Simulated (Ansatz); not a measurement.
**Effect of biaxial strain +2.50 %, plane normal [111], relaxed out of plane on CuI**

Take CuI in the zinc blende structure (space group F-43m, No. 216; a = 5.8619 Å) as the base. Axes: x, y, z lie along the cube axes.

The change: tensile biaxial strain of 2.50 % in the plane normal to [111], as in epitaxy on a mismatched substrate; the out-of-plane cell vector and the atoms relax.

Method: LDA (Ansatz, a first-principles code, PAW, scalar-relativistic without spin-orbit coupling). k-mesh 10×10×10 (Γ-centred); smearing 0.05 eV (Fermi–Dirac).

The space group changes from F-43m (No. 216) to R3m (No. 160) and the shortest interatomic distance increases by 0.029 bohr (4.797 bohr → 4.826 bohr). The energy increases by 9.4 meV/atom and the band gap decreases by 0.14 eV, from 1.22 eV to 1.08 eV. The gap character remains direct at Γ and the electron mass changes from 0.14 mₑ (at Γ) to 0.15 mₑ out of plane, 0.13 mₑ in plane (at Γ). The valence-band top at Γ (three highest levels, from the VBM) goes from 0.00, 0.00, 0.00 eV to 0.00, -0.06, -0.06 eV and the valley order (the lowest conduction-band minima on the path, energy above the VBM, named in the base's zone) becomes Γ 1.08 eV; L along [111] 1.76 eV; L along [1-1-1] 2.16 eV; X along [001] 2.33 eV (base: Γ 1.22 eV; L along ⟨111⟩ 2.12 eV; X along ⟨100⟩ 2.41 eV). The out-of-plane strain is -2.00 % and the ratio −ε⊥/ε∥ comes out as 0.80. The mean in-plane stress (compression positive) is -2.4 GPa.

With I present, leaving out spin-orbit coupling can change the band edges. Effective masses come from finite differences of ±0.01 Å⁻¹. Stability against distortions was not tested. The final runs are not spin-polarised. k-point labels follow each cell's own Brillouin zone.
